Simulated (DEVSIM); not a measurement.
**Schottky contact on n-type GaN**

System: Schottky contact on n-type GaN, at 300 K.

```tsv
layer (left to right)	material	thickness (μm)	Nd (cm⁻³)	τn (s)	τp (s)
1	GaN	15.0	1.1e15	1.6e-9	1.6e-9
```

Left contact: Schottky, work function 5.23 eV, emission velocity 3.3e6 cm/s. Right contact: ohmic. Voltage is applied to the left contact. Recombination: SRH at mid-gap. Mobility is constant in doping.

Constants are typed, rounded textbook-type inputs, not results; the design itself was drawn at random and stands for no fabricated device. Values at 300 K.

```
parameter         GaN
-------------  ------
gap (eV)         3.43
affinity (eV)     4.1
permittivity      9.5
Nc (cm⁻³)      2.3e18
Nv (cm⁻³)      4.6e19
μn (cm²/Vs)      1200
μp (cm²/Vs)       100
```

DEVSIM, 1D drift-diffusion, Boltzmann statistics, complete ionisation; no tunnelling, impact ionisation, image-force lowering or self-heating. Metal contacts follow the ideal Schottky-Mott rule: no Fermi-level pinning, no interface dipoles.

```yaml
potential_step_across_the_device_at_zero_bias: 0.932 V
largest_field_in_the_device_at_zero_bias: 19000 V/cm
Dark forward voltage at 1 A/cm²: 0.786 V
Dark forward voltage at 100 A/cm²: 1.610 V
```

Dark forward current:

(V (V), J (A/cm²)): (0.05, 6.5e-13); (0.15, 3.6e-11); (0.25, 1.7e-9); (0.35, 8.1e-8); (0.45, 3.8e-6); (0.55, 0.00018); (0.65, 0.0082); (0.75, 0.33); (0.85, 4.5); (0.95, 14); (1.10, 32); (1.20, 45); (1.30, 58); (1.40, 72); (1.50, 85); (1.60, 99); (1.70, 110); (1.80, 130); (1.90, 140); (2.00, 150)

Small-signal capacitance in reverse bias (quasi-static):

```csv
V (V),C (nF/cm²)
-0.1,8.58
-0.25,8.00
-0.5,7.26
-0.75,6.69
-1,6.23
-1.5,5.55
-2,5.05
-2.5,4.66
-3.25,4.22
-4,3.89
-5,3.54
```
